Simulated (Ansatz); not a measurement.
Cost and result by functional for the surface energy of the (321) surface of germanium in its 1x1 cell, relaxed from an ideal cut (the real face may reconstruct), outermost plane spacing 0.77 Å in the ideal cut (in the relaxation like top atoms buckled by 0.6 Å), in Ansatz (plane waves, PAW). Single points on the PBE structure, on one kind of machine; costs are rough ratios of the slab run's core time (references not counted) to the cheapest single point. r2SCAN's cost holds its higher cutoff (500 against 420 eV). Differences are taken against r2SCAN for comparison alone: no measured value is at hand, so the table doesn't rank accuracy.

Slab: 30 atoms, 10.8 Å thick at the start; k 4x3x1, smearing 0.025 eV, dipole-corrected; all atoms relaxed; symmetry of the start imposed; no spin (no spin-polarised run to compare, though such a face may carry moments), no spin-orbit, no U. The slab shows no gap on its mesh. These notes are the PBE run's.

| functional | relative cost | surface energy (J/m²) | less r2SCAN (J/m²) |
|---|---|---|---|
| RPBE | 1 | 0.82 | -0.37 |
| LDA | 1 | 1.19 | 0.00 |
| PBEsol | 1 | 1.08 | -0.11 |
| r2SCAN | 2 | 1.19 | 0.00 |
| PBE (the relaxed run's value) | – | 0.93 | -0.26 |

The values span 0.37 J/m², while the single points' costs differ by a factor of roughly 2. Differences are of unrounded values.

Ansatz is a first-principles code.
